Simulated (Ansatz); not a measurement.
Total g(r) from a molecular-dynamics run [in the run: Γ point only, which a denser mesh shifts by -0.5 GPa in pressure and 0.05 eV/Å in forces]. All values below come from PBE (plane waves, PAW; Ansatz, a program for electronic structure).

(r (Å), g(r)): (1.02, 0.00); (1.14, 0.00); (1.26, 0.00); (1.38, 0.00); (1.50, 0.00); (1.62, 0.00); (1.74, 0.00); (1.86, 0.00); (1.98, 0.00); (2.10, 0.05); (2.22, 1.26); (2.34, 4.13); (2.46, 3.08); (2.58, 0.88); (2.70, 0.15); (2.82, 0.02); (2.94, 0.00); (3.06, 0.00); (3.18, 0.01); (3.30, 0.03); (3.42, 0.15); (3.54, 0.55); (3.66, 1.32); (3.78, 2.40); (3.90, 2.81); (4.02, 2.29); (4.14, 1.43); (4.26, 1.10); (4.38, 1.36); (4.50, 1.68); (4.62, 1.66); (4.74, 1.20); (4.86, 0.67); (4.98, 0.29); (5.10, 0.20); (5.22, 0.29); (5.34, 0.48); (5.46, 0.59)

Which system gave this curve?
A) Ge, liquid, 1321 K
B) InP (zinc blende), crystal, 1024 K (so hot that an open crystal may lose its volatile element)
C) MgO (rock salt), crystal, 921 K
D) Si (diamond structure), crystal, 1102 K

D, Si (diamond structure), crystal, 1102 K
